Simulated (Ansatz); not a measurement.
Take BP in the zinc blende structure (space group F-43m, No. 216) as the base.

```
CELL_PARAMETERS angstrom
      0.00000     2.26820     2.26820
      2.26820     0.00000     2.26820
      2.26820     2.26820     0.00000
ATOMIC_POSITIONS crystal
  P  0.75000 0.75000 0.75000
  B  0.00000 0.00000 0.00000
```

Cartesian axes are those of the cell as printed.

Method: r2SCAN (Ansatz, a quantum-chemistry and plane-wave program, PAW, no spin-orbit coupling), earlier PAW set.

Strains are applied to the cell and any free atomic positions relax; under stress the whole cell relaxes.

One change was made to it. Results:

The band gap decreases by 0.025 eV to 1.38 eV; the volume per atom goes up by 0.02 Å³ to 11.69 Å³.

Problem. Name the change that was made.
A) uniaxial strain ε_zz = −1.31 %
B) tensor shear ε_xy = −1.08 %
C) uniaxial stress, 1 GPa tension along z
D) isotropic strain +0.54 %
E) uniaxial strain ε_zz = −0.58 %

Solution. C, uniaxial stress, 1 GPa tension along z. For comparison, the band gap in the other runs: uniaxial strain ε_zz = −1.31 % gives 1.18 eV; tensor shear ε_xy = −1.08 % gives 1.27 eV; uniaxial strain ε_zz = −0.58 % gives 1.31 eV; isotropic strain +0.54 % gives 1.43 eV.

Stability under load was not tested beyond the relaxation.
